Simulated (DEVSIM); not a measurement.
System: Au/HfO2/SiO2/p-Si capacitor, at 300 K.

```csv
layer (left to right),material,thickness (nm),Na (cm⁻³)
1,HfO2,2.60,-
2,SiO2,0.540,-
3,Si,8600,4.5e15
```

Metal gate on the left, work function 5.1 eV. Fixed charge at the semiconductor interface 2.1e10 cm⁻² (in units of +e); no interface traps.

This is a model device: material constants are rounded textbook-type values typed into the input, and sizes, dopings and lifetimes were drawn at random. Values at 300 K.

| parameter | HfO2 | SiO2 | Si |
|---|---|---|---|
| gap (eV) | 5.7 | 9 | 1.124 |
| affinity (eV) | 2.5 | 0.9 | 4.05 |
| permittivity | 22 | 3.9 | 11.7 |
| Nc (cm⁻³) | - | - | 2.86e19 |
| Nv (cm⁻³) | - | - | 3.1e19 |

Model (solved in DEVSIM): 1D Poisson equation in equilibrium, Boltzmann statistics, complete ionisation; no quantum confinement or tunnelling. Metal contacts follow the ideal Schottky-Mott rule: no Fermi-level pinning, no interface dipoles.

The substrate doping was swept, all else fixed.

| substrate doping (cm^-3) | flat-band voltage (V) | threshold voltage (band bending 2φF) (V) | minimum of the low-frequency capacitance (μF/cm²) |
|---|---|---|---|
| 2.2e14 | 0.23 | 0.75 | 0.00732 |
| 4.5e14 | 0.21 | 0.77 | 0.00971 |
| 9e14 | 0.20 | 0.78 | 0.0130 |
| 2.2e15 | 0.17 | 0.81 | 0.0193 |
| 4.5e15 | 0.15 | 0.83 | 0.0269 |
| 9e15 | 0.14 | 0.85 | 0.0373 |

From the first row to the last the flat-band voltage goes from 0.23 to 0.14. From the first row to the last the threshold voltage (band bending 2φF) goes from 0.75 to 0.85.
